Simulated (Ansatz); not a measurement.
Consider TiB$_{2}$ (space group P6/mmm, No. 191; a = 3.0173 Å, c = 3.1849 Å). Axes: x lies along a and z along c of the hexagonal cell.

All numbers come from plane-wave PAW DFT at the PBEsol level (Ansatz, an electronic-structure program, 420 eV), without spin-orbit coupling, earlier PAW set.

Strains are applied to the cell and any free atomic positions relax.

One change was made to it. Results:

```json
[
 {"quantity": "energy relative to the base (free energy F)", "base": "0 meV/atom", "after": "+15 meV/atom"},
 {"quantity": "shortest interatomic distance", "base": "1.742 Å", "after": "1.701 Å"},
 {"quantity": "pressure (mean of the normal stresses, compression positive)", "base": "0.0 GPa", "after": "8.7 GPa"}
]
```

Q: Which of these changes matches the shifts?
A) isotropic strain −1.32 %
B) uniaxial strain ε_yy = −2.79 %
C) strain tensor (xx, yy, zz, yz, xz, xy) = (+2.60, −0.24, −0.92, −0.17, −0.07, −0.09) %
D) isotropic strain +2.66 %

A: B, uniaxial strain ε_yy = −2.79 %. For comparison, the energy relative to the base in the other runs: isotropic strain −1.32 % gives +11 meV/atom; strain tensor (xx, yy, zz, yz, xz, xy) = (+2.60, −0.24, −0.92, −0.17, −0.07, −0.09) % gives +11 meV/atom; isotropic strain +2.66 % gives +41 meV/atom.

The mesh was chosen for an insulator and is coarse for the gapless case. Without a gap, meshes like the base's 13×13×10 leave anisotropic stresses uncertain by several tenths of a GPa, and small strain energies with them. Whether these cells are dynamically stable was not tested. All final runs are without spin polarisation.
